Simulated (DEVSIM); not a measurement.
Device: Si p+/n-/n+ power diode, at 400 K.

Layer 1 from the left is Si, thickness (μm) 4.90, Na (cm⁻³) 3.3e18, τn (s) 0.00011, τp (s) 0.00011. Layer 2 from the left is Si, thickness (μm) 23.0, Nd (cm⁻³) 1.2e15, τn (s) 0.00011, τp (s) 0.00011. Layer 3 from the left is Si, thickness (μm) 6.60, Nd (cm⁻³) 1.1e18, τn (s) 0.00011, τp (s) 3.3e-6.

Left contact: ohmic. Right contact: ohmic. Voltage is applied to the left contact. Recombination: SRH at mid-gap, radiative. Gap narrowing is on: ΔEg = 6.92 meV × (l + √(l² + 0.5)), l = ln(N/1.3e17 cm⁻³), shared equally by both band edges. Mobility is μmin + (μ − μmin)/(1 + (N/Nref)^α).

This is a model device: material constants are rounded textbook-type values typed into the input, and sizes, dopings and lifetimes were drawn at random. Values at 300 K; Nc and Nv go as T^1.5, mobilities as T to minus their exponent, the gap by Varshni's rule with the affinity fixed.

Si: gap (eV) 1.124, affinity (eV) 4.05, permittivity 11.7, Nc (cm⁻³) 2.86e19, Nv (cm⁻³) 3.1e19, μn (cm²/Vs) 1417, μp (cm²/Vs) 470, μn,min 52, μp,min 45, Nref,n 9.7e16, Nref,p 2.2e17, αn 0.68, αp 0.72, T exponent of μn 2.3, T exponent of μp 2.2, B (cm³/s) 4.7e-15, Varshni α (eV/K) 0.000473, Varshni β (K) 636.

Simulated with DEVSIM: 1D drift-diffusion, Boltzmann statistics, complete ionisation; no tunnelling, impact ionisation, image-force lowering or self-heating.

### Question
What does the simulation give for the potential step across the device at zero bias, the dark forward voltage at 100 A/cm²?

### Answer
potential step across the device at zero bias 0.839 V; dark forward voltage at 100 A/cm² 0.728 V.
